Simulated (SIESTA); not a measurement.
Worked example: self-consistent single point of Nb₆SnGe (Pm-3, 8 atoms in the cell) in SIESTA.

Level of theory: GGA PBEsol, numerical atomic orbitals TZP, PseudoDojo PBEsol standard norm-conserving potentials (rewritten from UPF to PSML) (SIESTA).

The change in words: lattice scaled by 0.98. Reference geometry:
```yaml
crystal:
  lattice:
    - [5.25768, 0.00000, 0.00000]
    - [0.00000, 5.25768, 0.00000]
    - [0.00000, 0.00000, 5.25768]
  atoms:
    - { symbol: Nb, position: [0.00000, 0.50000, 0.74219] }
    - { symbol: Nb, position: [0.00000, 0.50000, 0.25781] }
    - { symbol: Nb, position: [0.74219, 0.00000, 0.50000] }
    - { symbol: Nb, position: [0.25781, 0.00000, 0.50000] }
    - { symbol: Nb, position: [0.50000, 0.74219, 0.00000] }
    - { symbol: Nb, position: [0.50000, 0.25781, 0.00000] }
    - { symbol: Sn, position: [0.00000, 0.00000, 0.00000] }
    - { symbol: Ge, position: [0.50000, 0.50000, 0.50000] }
```

Reference input (self-consistent single point, DFT, GGA PBEsol, numerical atomic orbitals TZP, PseudoDojo PBEsol standard norm-conserving potentials (rewritten from UPF to PSML)): XC.functional = GGA; XC.authors = PBEsol; potentials = PseudoDojo PBEsol standard; PAO.BasisSize = TZP; PAO.EnergyShift = 0.005 Ry; MeshCutoff = 350 Ry; kgrid.MonkhorstPack = 4 4 4; OccupationFunction = MP; OccupationMPOrder = 0; ElectronicTemperature = 100 meV; MaxSCFIterations = 150; SCF.Mixer.Method = Broyden. This run's input differs from it in these lines:

```diff
@@ -13,5 +13,5 @@
 %block LatticeVectors
-     9.935575251    0.000000000    0.000000000
-     0.000000000    9.935575251    0.000000000
-     0.000000000    0.000000000    9.935575251
+     9.736862990    0.000000000    0.000000000
+     0.000000000    9.736862990    0.000000000
+     0.000000000    0.000000000    9.736862990
 %endblock LatticeVectors
```

The program printed (abridged):

```
        iscf     Eharris(eV)        E_KS(eV)     FreeEng(eV)     dDmax    Ef(eV) dHmax(eV)
   scf:    1   -14663.324714   -14724.781676   -14724.812568  1.451294 -4.375040  5.411836
   scf:    2   -14728.597317   -14726.758900   -14726.789070  0.132234 -4.545947  4.310363
   scf:    3   -14731.454788   -14729.872653   -14729.901540  0.365720 -5.134710  2.478090
   scf:    4   -14730.160383   -14730.062317   -14730.091128  0.049194 -5.180697  0.365523
   scf:    5   -14730.104448   -14730.087815   -14730.117248  0.025593 -5.228429  0.204058
   [... 3 lines left out ...]
   scf:    9   -14730.090348   -14730.090334   -14730.120600  0.000685 -5.254582  0.002300
   scf:   10   -14730.090339   -14730.090337   -14730.120601  0.000034 -5.254654  0.001840
   scf:   11   -14730.090344   -14730.090340   -14730.120602  0.000060 -5.254730  0.001162
   scf:   12   -14730.090345   -14730.090343   -14730.120602  0.000035 -5.254794  0.000722
SCF Convergence by DM+H criterion
max |DM_out - DM_in|         :     0.0000351417
max |H_out - H_in|      (eV) :     0.0007222021
SCF cycle converged after 12 iterations

Using DM_out to compute the final energy and forces

siesta: E_KS(eV) =           -14730.0903

siesta: E_KS - E_eggbox =    -14730.0903

siesta: Atomic forces (eV/Ang):
     1    0.000000    0.000000    0.064629
     2    0.000000    0.000000   -0.064629
     3    0.064629    0.000000   -0.000000
     4   -0.064629    0.000000   -0.000000
     5   -0.000000    0.064629    0.000000
     6   -0.000000   -0.064629    0.000000
     7    0.000000   -0.000000    0.000000
     8    0.000000    0.000000    0.000000
   Tot    0.000000   -0.000000    0.000000
   Max    0.064629
   Res    0.032314    sqrt( Sum f_i^2 / 3N )
   Max    0.064629    constrained

   [... lines left out ...]
siesta: FreeEng =    -14730.120602
siesta: Cell volume =        136.791961 Ang**3
siesta:          34.06798911         32.17877203  kBar
   [... lines left out ...]

mulliken: Qtot =      106.000

Mulliken Atomic Populations:
Atom #   charge [q] valence [e]  Species
     1    -0.052579   13.052579  Nb
     2    -0.052579   13.052579  Nb
     3    -0.052579   13.052579  Nb
     4    -0.052579   13.052579  Nb
     5    -0.052579   13.052579  Nb
     6    -0.052579   13.052579  Nb
     7     0.108109   13.891891  Sn
     8     0.207366   13.792634  Ge
 Total    -0.000000
```

The run converged in 12 iterations. Against the reference run the free energy falls by 14.6 meV/atom, the pressure goes from -7.12 to 3.41 GPa and the largest force goes from 0.045 to 0.065 eV/Å.

The starting cell comes from a database of computed structures (which also holds hypothetical and non-ambient phases and stackings), without a prior relaxation at this level. For this run, on top of that: lattice scaled by 0.98. Spin polarisation is off. Values carry the incompleteness of an atom-centred basis. With a pressure of about 3 GPa the cell is away from its equilibrium volume at this level.

Cost on one core of a shared machine: roughly 3 min.
